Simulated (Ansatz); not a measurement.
CsCl-type HfCo, treated with r²SCAN (plane waves, PAW; Ansatz, an electronic-structure program).

Run with plane-wave cutoff 560 eV, 18×18×18 k mesh, Fermi–Dirac smearing 0.05 eV, spin-polarised with parallel moments, scalar-relativistic PAW data made under PBE.

Computed at the level's own relaxed cell.

Task: Give the computed equilibrium lattice constant a and bulk modulus B0.

Result: 
* **equilibrium lattice constant a**: 3.169 Å
* **bulk modulus B0**: 152 GPa

The run finds no gap.

Note: the magnetic order was assumed, not searched for or taken from measurement; the bulk modulus is −V dP/dV from two relaxed cells at ±2 % in volume.

Spin–orbit coupling is not included.

The computed numbers hold no vibrational or temperature effects.

The result took very roughly 4 core-minutes.
